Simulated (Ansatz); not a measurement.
## LiTaS2: pressure series

The parent structure is LiTaS₂ (space group P6_3/mmc, No. 194; a = 3.3484 Å, c = 12.9156 Å; a cell from a computed database, its experimental status unchecked).

Cell and atoms are relaxed at each pressure.

Calculations: r2SCAN (Ansatz, a program for electronic structure; PAW; 500 eV plane waves; no spin-orbit coupling), earlier PAW set.

Two rows of this table had their results exchanged by mistake.

```csv
pressure,volume per atom (Å³),shortest distance (Å),band gap
pressure −2 GPa,16.05,2.501,0.86 eV
pressure −1 GPa,15.86,2.496,0.87 eV
pressure 0.9 GPa,14.98,2.474,0.87 eV
pressure 2.1 GPa,15.33,2.483,0.87 eV
pressure 4.5 GPa,15.52,2.488,0.87 eV
pressure 9 GPa,14.42,2.434,0.86 eV
pressure 15 GPa,13.82,2.381,0.84 eV
pressure 22.5 GPa,13.22,2.328,0.81 eV
pressure 30 GPa,12.73,2.285,0.77 eV
```

Q: Which two?

A: The rows for pressure 0.9 GPa and pressure 4.5 GPa: the volume has to fall steadily with pressure, so 15.52 Å³ belongs to pressure 0.9 GPa and 14.98 Å³ to pressure 4.5 GPa.

With Ta present, leaving out spin-orbit coupling can change the band edges. Load acts through the strain it causes; cell and atoms are relaxed under it. Stability against distortions was not tested. No other phases were tried under pressure.
